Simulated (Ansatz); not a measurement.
Input:

```yaml
crystal:
  lattice:
    - [-2.71642, 2.71642, 6.19362]
    - [2.71642, -2.71642, 6.19362]
    - [2.71642, 2.71642, -6.19362]
  atoms:
    - { symbol: Bi, position: [0.75000, 0.25000, 0.50000] }
    - { symbol: Bi, position: [0.00000, 0.00000, 0.00000] }
    - { symbol: V, position: [0.25000, 0.75000, 0.50000] }
    - { symbol: V, position: [0.50000, 0.50000, 0.00000] }
    - { symbol: O, position: [0.07980, 0.95686, 0.38984] }
    - { symbol: O, position: [0.56702, 0.68996, 0.61016] }
    - { symbol: O, position: [0.70686, 0.81702, 0.37706] }
    - { symbol: O, position: [0.43996, 0.32980, 0.62294] }
    - { symbol: O, position: [0.67020, 0.29314, 0.11016] }
    - { symbol: O, position: [0.18298, 0.56004, 0.88984] }
    - { symbol: O, position: [0.04314, 0.43298, 0.12294] }
    - { symbol: O, position: [0.31004, 0.92020, 0.87706] }
```

No spin polarisation.

The values are results of PBE (Ansatz, an electronic-structure program, PAW, no SOC), not measurements. k-mesh 7×7×7 (Γ-centred); smearing 0.05 eV (Fermi–Dirac).

Question: What width of the top valence band does the calculation give?

Answer: 0.32 eV.

Question: What is the computed space group?

Answer: I4_1/a (No. 88).

Question: What is the computed band gap?

Answer: 2.36 eV.

Question: What pressure (mean of the normal stresses, compression positive) does the calculation give?

Answer: -13.01 GPa.

Spin-orbit coupling, missing from the scalar runs, can matter with Bi. The cells carry an imposed strain or load. No phonon test of stability was made. All final runs are without spin polarisation. The cell was made from VBiO4 (space group I4_1/a, No. 88) by this change: isotropic strain +5.16 %.
